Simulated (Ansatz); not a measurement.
Defect migration in tetragonal indium: In vacancy, neutral cell. Calculation: PBE, PAW (plane waves to 420 eV; Ansatz, an electronic-structure program).

36-site cell at the relaxed PBE lattice, a 2×2×2 k-point mesh shifted by half a step, smearing 0.10 eV, spin-restricted, no finite-size correction. Static, classical nuclei. Forms of the defect that were not tried may lie lower.

Barriers: single points on a 3×3×3 k-point mesh shifted by half a step at the bands' geometries.

The step: a nearby In atom hops onto the vacant site; the atom moves 3.14 Å along (-0.48, -0.47, 0.45) of the unit cell; the moving atom starts with neighbours 2 In at 3.25, In at 3.33, In at 3.34, 2 In at 3.37, In at 3.38, In at 3.48, In at 3.51, In at 3.52, In at 3.53 Å and ends with 2 In at 3.25, 2 In at 3.33, 3 In at 3.37, In at 3.48, 2 In at 3.51, In at 3.55 Å.

Question: What is the computed migration barrier of this step (PBE, PAW)?

Answer: 0.20 eV, the same both ways. At the saddle the moving atom has neighbours 4 In at 3.14 Å. The saddle point's order was not checked, and it lies on a symmetry element of the cell, where a band can be held.
